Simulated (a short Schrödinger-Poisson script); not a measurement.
**Gated Al0.3Ga0.7As/GaAs δ-doped gas**

System: gated Al0.3Ga0.7As/GaAs δ-doped gas, at 20 K.

| layer | material | thickness (nm) | Na (cm⁻³) |
|---|---|---|---|
| 1 | Al0.3Ga0.7As | 30 | - |
| 2 | Al0.3Ga0.7As | 20 | - |
| 3 | GaAs | 6000 | 4e15 |

The device is made up for the run: typed textbook-type constants, with dimensions and the other settings drawn at random. Al0.3Ga0.7As: permittivity 12.05, conduction-band edge (eV) 0.237, gap (eV) 1.798, electron mass (mₑ) 0.0919, Nv at 300 K (cm⁻³) 9e18. GaAs: permittivity 12.9, conduction-band edge (eV) 0, gap (eV) 1.424, Nv at 300 K (cm⁻³) 9e18.

Channel valleys (confinement mass, in-plane density-of-states mass, number): Γ 0.067, 0.067, 1. At the gate the conduction-band edge of layer 1 lies 0.99 eV − eVg above the Fermi level of the channel; the field vanishes at the back. Sheet of ionised δ-doping: +1.5e12 e/cm² at 30 nm from the gate. The barrier under the gate holds no holes. Gaps are held at their typed values at every temperature. Mesh 0.08 nm at interfaces.

From a short Schrödinger-Poisson script (our own, NumPy): 1D Poisson equation in equilibrium, electrons quantum, Hartree (BenDaniel-Duke, 40 states a valley, the channel's in-plane mass for all, wave functions free to enter the barrier), parabolic valleys, classical holes, full ionisation, no traps, pinning or gate leakage.

```csv
Vg (V),electrons (cm⁻²),in the channel layer,C (μF/cm²),Γ E0 (meV),Γ E1 (meV)
0.5,1.96e11,1.92e11,0.192,-7.0,31.9
0.4,7.71e10,7.58e10,0.188,-2.4,35.0
```

Gate voltages with under 1e6 electrons/cm² are left out.

Subbands count from the Fermi level.
